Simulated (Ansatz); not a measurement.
Consider the formation energy of GaN (wurtzite, P6₃mc) from the elements. Reaction: Ga (Cmce) + 1/2 N2 (gas) → GaN (wurtzite). A negative value means that the right-hand side lies lower. The value is per atom of the solid.

GaN (wurtzite, P6₃mc), 4 atoms in the cell, k-point mesh 12×12×8 on the run's own vectors.
```
CELL_PARAMETERS angstrom
      3.21837     0.00000     0.00000
     -1.60919     2.78719     0.00000
      0.00000     0.00000     5.24322
ATOMIC_POSITIONS crystal
  Ga 0.66667 0.33333 0.59164
  Ga 0.33333 0.66667 0.09164
  N  0.66667 0.33333 0.96836
  N  0.33333 0.66667 0.46836
```

Ga (Cmce), 4 atoms in the cell, k-point mesh 16×16×14 on the run's own vectors. Conventional cell: a = 4.591 Å, b = 7.735 Å, c = 4.577 Å, α = β = γ = 90.00°.

An isolated N2 molecule (singlet) in a box of 11 × 11 × 13 Å.

All numbers come from Ansatz (a first-principles code), plane waves with PAW, its default PAW set, cutoff 420 eV. The structures are at rest with PBE; other levels are single points on them. HSE06 runs on coarser k-point meshes, mended by the PBE difference between the two meshes. Some cells are metallic or hold partly filled levels, where a hybrid on a coarse mesh is less sure. Neutral cells; Fermi-Dirac smearing of at most 0.10 eV in the solids, energies taken to zero width. The lattices are those relaxed with PBE, so at other levels the solids can be strained, which adds to the spread. A dispersion term (D3(BJ), or D4 for r2SCAN) was computed beside these levels and is taken off wherever the name lacks it. Static lattices, no vibrational contributions.

Problem. Give the value at the level PBE.

Solution. -0.44 eV/atom, for Ga (Cmce) + 1/2 N2 (gas) → GaN (wurtzite).

Problem. List the value at the remaining levels and say how far they part.

Solution. 
| Functional | value (eV/atom) | less PBE |
|---|---|---|
| HSE06 | -0.56 | -0.12 |

The levels span 0.12 eV/atom, from HSE06 (-0.56) to PBE (-0.44).
